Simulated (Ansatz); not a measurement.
## Several settings converged on ZnCu₂SnS₄ (C2, 8 atoms in the cell)

```
CELL_PARAMETERS angstrom
     -2.69162     2.69162     5.38415
      2.69162    -2.69162     5.38415
      2.69162     2.69162    -5.38415
ATOMIC_POSITIONS crystal
  Zn 0.75464 0.25464 0.50000
  Cu 0.00000 0.00000 0.00000
  Cu 0.25000 0.75000 0.50000
  Sn 0.50000 0.50000 0.00000
  S  0.36432 0.37124 0.47758
  S  0.62876 0.10634 0.99308
  S  0.89366 0.88674 0.52242
  S  0.11326 0.63568 0.00692
```

Base method: LDA (PW92), default PAW files made with PBE (plane waves; Ansatz, a program for electronic structure).

Base settings: basis.ecutwfc = 420 eV; kpoints.mp_grid.grid = 4 4 4; hamiltonian.xc = lda; hamiltonian.pseudopotentials = {kind: paw} (the program's default PAW files); scf.occupations.method = gaussian; scf.occupations.width = 0.2 eV.

The count of work is k-points × plane waves × bands × iterations; it is no time. Core times come from one kind of shared machine, to one figure; runs under 30 s give none.

**The k-point mesh**

Only quantities that move along the ladder and can be compared are tabulated.

| kpoints.mp_grid.grid | free energy less the last step's (meV/atom) | pressure (GPa) | largest difference of a force vector from the last step's (eV/Å) | count of work / last | core time / last (rough) |
|---|---|---|---|---|---|
| 2 2 2 | 24.13 | -2.38 | 0.011 | 0.010 | – |
| 3 3 3 | 4.00 | -2.61 | 0.004 | 0.021 | – |
| 4 4 4 | 0.82 | -2.65 | 0.001 | 0.050 | – |
| 5 5 5 | 0.20 | -2.66 | 0.002 | 0.082 | 0.08 |
| 6 6 6 | 0.05 | -2.66 | 0.001 | 0.17 | 0.2 |
| 7 7 7 | 0.01 | -2.66 | 0.001 | 0.25 | 0.2 |
| 9 9 9 | 0.00 | -2.67 | 0.000 | 0.43 | 0.4 |
| 10 10 10 | 0.00 | -2.67 | 0.000 | 0.59 | 0.4 |
| 12 12 12 | 0.00 | -2.67 | 0.000 | 1.0 | 1 |

Coarsest kpoints.mp_grid.grid that holds the free energy within 0.5 meV/atom of the last step, with all finer ones: 5 5 5, at 0.082 of the last step's count of work and about 0.08 of the last step's time; the step before is off by 0.82 meV/atom.

Coarsest kpoints.mp_grid.grid that holds the forces within 0.01 eV/Å of the last step, with all finer ones: 3 3 3, at 0.021 of the last step's count of work; the step before is off by 0.011 eV/Å.

Coarsest kpoints.mp_grid.grid that holds the pressure within 0.1 GPa of the last step, with all finer ones: 3 3 3, at 0.021 of the last step's count of work; the step before is off by 0.29 GPa.

**Shifted k-point meshes**

In this ladder: kpoints.mp_grid.shift = 0.5 0.5 0.5.

Only quantities that move along the ladder and can be compared are tabulated.

```csv
kpoints.mp_grid.grid,free energy less the last step's (meV/atom),pressure (GPa),largest difference of a force vector from the last step's (eV/Å)
2 2 2,2.05,-2.40,0.041
3 3 3,-0.60,-2.65,0.008
4 4 4,-0.20,-2.67,0.001
6 6 6,-0.03,-2.67,0.000
8 8 8,-0.01,-2.67,0.000
10 10 10,0.00,-2.67,0.000
12 12 12,0.00,-2.67,0.000
14 14 14,0.00,-2.67,0.000
```

Coarsest kpoints.mp_grid.grid that holds the pressure within 0.2 GPa of the last step, with all finer ones: 3 3 3; the step before is off by 0.27 GPa.

Coarsest kpoints.mp_grid.grid that holds the forces within 0.005 eV/Å of the last step, with all finer ones: 4 4 4; the step before is off by 0.008 eV/Å.

Coarsest kpoints.mp_grid.grid that holds the free energy within 0.5 meV/atom of the last step, with all finer ones: 4 4 4; the step before is off by 0.60 meV/atom.

**The width of Gaussian smearing**

The mesh stays at the base's, so the ladder's end is converged at best in this setting alone.

Only quantities that move along the ladder and can be compared are tabulated.

```csv
scf.occupations.width,free energy less the last step's (meV/atom),pressure (GPa),largest difference of a force vector from the last step's (eV/Å)
1 eV,-27.88,-1.41,0.376
0.5 eV,-2.63,-2.49,0.065
0.1 eV,-0.06,-2.68,0.006
0.02 eV,0.00,-2.70,0.000
```

Widest scf.occupations.width that holds the pressure within 0.5 GPa of the last step, with all finer ones: 0.5 eV; the step before is off by 1.3 GPa.

Widest scf.occupations.width that holds the forces within 0.02 eV/Å of the last step, with all finer ones: 0.1 eV; the step before is off by 0.065 eV/Å.

Widest scf.occupations.width that holds the free energy within 2 meV/atom of the last step, with all finer ones: 0.1 eV; the step before is off by 2.6 meV/atom.

On the base run: the starting cell comes from a database of computed structures (which also holds hypothetical and non-ambient phases and stackings), without a prior relaxation at this level. Its lattice was rescaled by up to half a per cent. One atom was moved a little off its site on purpose. Spin polarisation is off. Ansatz's pressure includes its estimate of the finite-basis (Pulay) stress. A gap is left out here, as mesh or smearing make it unsure.

Keys are those of Ansatz 0.2.
